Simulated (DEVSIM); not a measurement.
System: abrupt Ge n-p junction, at 450 K.

```
layer (left to right)  material  thickness (μm)  Nd (cm⁻³)  Na (cm⁻³)  τn (s)  τp (s)
---------------------  --------  --------------  ---------  ---------  ------  ------
1                            Ge           0.160     4.6e16          -  1.1e-7  1.1e-7
2                            Ge             110          -     1.4e16  1.1e-7  1.1e-7
```

Left contact: ohmic. Right contact: ohmic. Voltage is applied to the left contact. Recombination: SRH at mid-gap. Mobility is constant in doping.

The device is made up for the run: typed textbook-type constants, with dimensions and the other settings drawn at random. Values at 300 K; Nc and Nv go as T^1.5, mobilities as T to minus their exponent, the gap by Varshni's rule with the affinity fixed.

```
parameter               Ge
----------------  --------
gap (eV)             0.664
affinity (eV)            4
permittivity            16
Nc (cm⁻³)          1.04e19
Nv (cm⁻³)             6e18
μn (cm²/Vs)           3900
μp (cm²/Vs)           1900
T exponent of μn      1.66
T exponent of μp      2.33
Varshni α (eV/K)  0.000477
Varshni β (K)          235
```

Simulated with DEVSIM: 1D drift-diffusion, Boltzmann statistics, complete ionisation; no tunnelling, impact ionisation, image-force lowering or self-heating.

Problem. Tabulate band edges, carrier densities and field at -0.65 V on the left contact.

Solution. Energies count from the Fermi level of the right contact; mesh points crowd at the junctions.

```csv
x (μm),Ec (eV),Ev (eV),n (cm⁻³),p (cm⁻³),field (V/cm)
0.000,0.883,0.280,4.7e16,7.9e14,73
0.02650,0.883,0.280,4.6e16,8.6e14,120
0.07622,0.885,0.282,4.4e16,1.0e15,790
0.1258,0.896,0.293,3.3e16,1.5e15,4700
0.1620,0.928,0.325,1.5e16,3.6e15,13000
0.1949,0.959,0.356,6.5e15,8.1e15,6500
0.2692,0.983,0.379,3.6e15,1.5e16,1200
0.5370,0.986,0.383,3.1e15,1.7e16,-53
1.081,0.983,0.380,3.1e15,1.7e16,-55
2.272,0.977,0.373,3.1e15,1.7e16,-55
4.968,0.962,0.358,3.1e15,1.7e16,-56
14.68,0.907,0.304,3.0e15,1.7e16,-56
33.02,0.803,0.200,2.9e15,1.7e16,-57
70.48,0.587,-0.016,2.8e15,1.7e16,-59
96.99,0.430,-0.173,2.6e15,1.7e16,-60
104.3,0.386,-0.217,2.5e15,1.6e16,-61
107.6,0.366,-0.237,2.4e15,1.6e16,-61
109.0,0.357,-0.246,2.3e15,1.6e16,-62
109.8,0.353,-0.251,2.3e15,1.6e16,-62
110.0,0.351,-0.252,2.3e15,1.6e16,-62
110.1,0.351,-0.252,2.3e15,1.6e16,-62
110.2,0.350,-0.253,2.3e15,1.6e16,-62
```
